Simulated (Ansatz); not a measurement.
## SnO2: pressure series

Take SnO2 in the rutile structure (space group P4_2/mnm, No. 136; a = 4.722 Å, c = 3.190 Å) as the base.

Cell and atoms are relaxed at each pressure.

Computed with DFT with LDA, PAW potentials and a 420 eV plane-wave cutoff in Ansatz (a program for electronic structure), no SOC.

For the base:

| Quantity | Result |
|---|---|
| Band gap | 1.16 eV |

**Question.** The aim is a band gap between 1.80 eV and 1.98 eV. Which of these changes reaches it?
(A) pressure 15 GPa
(B) pressure 9 GPa
(C) pressure 22.5 GPa
(D) pressure −2 GPa

**Answer.** A, pressure 15 GPa. It gives 1.88 eV; pressure 22.5 GPa gives 2.20 eV; pressure −2 GPa gives 1.05 eV; pressure 9 GPa gives 1.61 eV. Changes not listed may reach it too

Load acts through the strain it causes; cell and atoms are relaxed under it. Whether these cells are dynamically stable was not tested. No other phases were tried under pressure.
